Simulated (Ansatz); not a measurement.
System: TiAl3 (I4/mmm, No. 139). Method: PBE-D4 (plane waves, PAW; Ansatz, a program for electronic structure).

Settings: plane-wave cutoff 520 eV, 20×20×20 k mesh, Fermi–Dirac smearing 0.05 eV, no spin polarisation, scalar-relativistic PAW data made under PBE.

Energies at three volumes about the minimum:

| V (Å³/atom) | E − E_lowest (meV/atom) |
|---|---|
| 15.155 | 2.24 |
| 15.464 | 0.00 |
| 15.773 | 2.11 |

**Question.** Fit a parabola by hand: where is the minimum, and what is the bulk modulus?

**Answer.** Slopes: (0.00 − 2.24)/(15.464 − 15.155) = -7.249 and (2.11 − 0.00)/(15.773 − 15.464) = 6.828 meV/Å³. Curvature E″ = 2 × (6.828 − (-7.249))/(15.773 − 15.155) = 45.557 meV/Å⁶. From the middle of the first interval, the slope vanishes at V0 = 15.3095 − (-7.249)/45.557 = 15.469 Å³/atom. B = V0 E″ = 15.469 × 45.557 meV/Å³ × 0.1602 GPa per meV/Å³ = 113 GPa. The full Birch–Murnaghan fit to all volumes gives V0 = 15.464 Å³/atom and B0 = 113 GPa.

Shape and atoms are relaxed at each volume.

Measured, for comparison: equilibrium volume per atom 15.93 Å³/atom (temperature not stated, not corrected to a static lattice; as tabulated in P. Norby and A. Norlund Christensen, Acta Chemica Scandinavica A40, 157 (1986)). Computed (rounded) less measured: equilibrium volume per atom -3.0 %.

Note: the bulk modulus comes from volumes at which shape and atoms were relaxed.
